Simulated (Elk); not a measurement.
Band structure of SrZn₅ (P6/mmm, 6 atoms in the cell).

```xyz
6
Lattice="5.4863 0.0000 0.0000 -2.7431 4.7513 0.0000 0.0000 0.0000 4.1986" Properties=species:S:1:pos:R:3 pbc="T T T"
Sr     0.0000     0.0000     0.0000
Zn     2.7431     1.5838     0.0000
Zn     0.0000     3.1675     0.0000
Zn     2.7431     0.0000     2.0993
Zn     1.3716     2.3756     2.0993
Zn    -1.3716     2.3756     2.0993
```

Level of theory: PBEsol, all-electron FP-LAPW, Elk's shipped species files, APW+lo basis with extra local orbitals (Elk).

Settings: xctype = 22; rgkmax = 8; swidth = 0.00367493 Ha; ngridk = 5 5 5; gmaxvr = 18 1/bohr; lmaxapw = 10; lmaxo = 8; nxlo = 2; lorbcnd = true; lradstp = 2; nrmtscf = 2; rmtscf = 0.97; lmaxi = 4; maxscl = 100.

The starting cell comes from a database of computed structures (which also holds hypothetical and non-ambient phases and stackings), without a prior relaxation at this level. Values depend on the basis (sphere radii, cutoffs, local orbitals), which need not be converged.

Levels in eV from the Fermi level, bands 47 to 54:
```
point     47     48     49     50     51    52    53    54
-----  -----  -----  -----  -----  -----  ----  ----  ----
Γ      -2.40  -2.40  -0.72  -0.04  -0.04  0.17  3.44  4.45
M      -2.81  -2.21   0.02   1.53   1.71  2.00  2.34  3.62
K      -4.38   0.48   0.48   0.74   0.74  1.00  2.85  2.85
A      -2.16  -1.17  -1.17  -0.22  -0.22  0.04  0.52  0.52
L      -4.63  -3.98  -1.34  -0.58  -0.27  1.27  3.02  4.17
H      -4.14  -4.14  -1.93  -1.65   1.86  1.86  2.74  2.74
```

Bands cross the Fermi level along this path, so the cell is metallic at this level.
